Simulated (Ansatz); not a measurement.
What isotropic strain −1.00 % does to HgS

Start from HgS in the zinc blende structure (space group F-43m, No. 216; a = 5.8759 Å).

It is then changed as follows: an isotropic linear strain of −1.00 %, atoms relaxed at fixed cell.

Computed with DFT with PBEsol, PAW potentials and a 420 eV plane-wave cutoff in Ansatz (an electronic-structure program), no spin-orbit coupling. k-mesh 10×10×10 (Γ-centred); smearing 0.05 eV (Fermi–Dirac).

The volume per atom shrinks by 0.75 Å³ (25.36 Å³ → 24.61 Å³) and the space group stays F-43m (No. 216). The shortest interatomic distance falls by 2.5 pm (254.4 pm → 251.9 pm) and the energy rises by 4.5 meV/atom. The band gap is still zero.

Spin-orbit coupling, missing from the scalar runs, can matter with Hg. No phonon test of stability was made. The final runs are not spin-polarised. A zero or small gap of HgS can be the functional's error rather than a property of the material.
